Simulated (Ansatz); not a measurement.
Base system: BeTe in the zinc blende structure (space group F-43m, No. 216; a = 5.6569 Å). Axes: x, y, z lie along the cube axes.

The values are results of Kohn–Sham DFT with the r2SCAN functional, run in Ansatz (a program for electronic structure) with PAW and 500 eV plane waves, no spin-orbit coupling, not measurements.

Before the change:

The band gap comes out as 2.38 eV. The valence-band top at Γ comes out as 0.00, 0.00, 0.00 eV and the pressure is 0.00 GPa.

Perturbation: strain tensor (xx, yy, zz, yz, xz, xy) = (+1.46, +1.19, −1.64, +0.52, +0.54, +0.88) %; the atoms relax in the strained cell.

**Question.** What happens to the band gap?

**Answer.** The band gap falls by 0.25 eV, from 2.38 eV to 2.13 eV.

**Question.** What does the calculation give for the valence-band top at Γ after the change?

**Answer.** The valence-band top at Γ (three highest levels, from the VBM) changes from 0.00, 0.00, 0.00 eV to 0.00, -0.11, -0.24 eV.

**Question.** Estimate the effect on the energy relative to the base.

**Answer.** The energy rises by 4.8 meV/atom.

**Question.** Predict the new pressure.

**Answer.** The pressure (mean of the normal stresses, compression positive) goes from zero to -0.55 GPa.

Spin-orbit coupling, missing from the scalar runs, can matter with Te. Stability against distortions was not tested.
